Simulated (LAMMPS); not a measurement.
LAMMPS 22 Jul 2025, classical MD, SNAP (Si_Zuo_JPCA2020.snapcoeff): Si, 1000 atoms.

| Property | Value |
|---|---|
| task | MD, nve |
| potential | SNAP, Si_Zuo_JPCA2020.snapcoeff Si_Zuo_JPCA2020.snapparam |
| copies of the repeat unit | 5×5×5 |
| shape (slab and sphere leave vacuum in the box) | bulk |
| neighbor skin | 2 Å |
| neigh_modify | every 1 delay 0 check yes |
| newton | on (default) |
| atom_modify sort (bins of 2 Å where set) | 1000 (default) |
| comm_style | brick (default) |
| box | 27.2 × 27.2 × 27.2 Å |
| start | generated diamond lattice, warmed in an untimed run |

All runs start from one configuration, warmed at this fixed volume for 300 steps under a thermostat at 600 K. The run at the shortest step has a mean temperature of 598 K and a mean pressure of 2.3 GPa.

Each run covers about 0.40 ps at constant energy (mean temperature 598 K at the shortest step); σ is the standard deviation over the printed steps. One run each, on a shared machine, so no times are given.

Steps tried: 0.5 fs, 1 fs, 2 fs, 2.5 fs, 4 fs, 5 fs, 8 fs, 10 fs, 16 fs, 20 fs, 32 fs.

What is the longest step at which the total energy fluctuates by under 5 % of the kinetic energy's fluctuation?

5 fs. The run fails or blows up at 20 fs, 32 fs.

```csv
time step,σ(E total)/σ(E kinetic),last minus first total energy (meV/atom),mean temperature (K)
0.5 fs,0.00025,under 0.001,598
1 fs,0.0010,under 0.001,598
2 fs,0.0041,+0.0024,597
2.5 fs,0.0064,+0.0040,596
4 fs,0.016,+0.015,593
5 fs,0.027,+0.032,591
8 fs,0.081,+0.28,579
10 fs,0.15,+0.91,568
16 fs,2.6,+140,628
20 fs,stops: Lost atoms,—,—
32 fs,stops: Lost atoms,—,—
```

The bar is a choice.
